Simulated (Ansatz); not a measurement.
The parent structure is Sn in the diamond structure (space group Fd-3m, No. 227; relaxed with 0.1 eV smearing).

```
Sn
1.0
    0.00000     3.27046     3.27046
    3.27046     0.00000     3.27046
    3.27046     3.27046     0.00000
Sn
2
Direct
  0.25000   0.25000   0.25000
  0.00000   0.00000   0.00000
```

The values are results of PBEsol (Ansatz, a program for electronic structure; PAW; 420 eV plane waves; without spin-orbit coupling), not measurements.

For the base:

| Quantity | Value |
|---|---|
| Pressure | 0.0 GPa |
| Band gap | zero |

The change: the cell is scaled by 0.9784 in all directions, atoms relaxed at fixed cell.

Question: What does the calculation give for the energy relative to the base after the change?

Answer: The energy grows by 21 meV/atom.

Question: What does the calculation give for the pressure after the change?

Answer: The pressure goes from zero to 3.2 GPa.

Question: How does this affect the band gap?

Answer: The band gap is still zero.

The cells carry an imposed strain or load. No phonon test of stability was made.
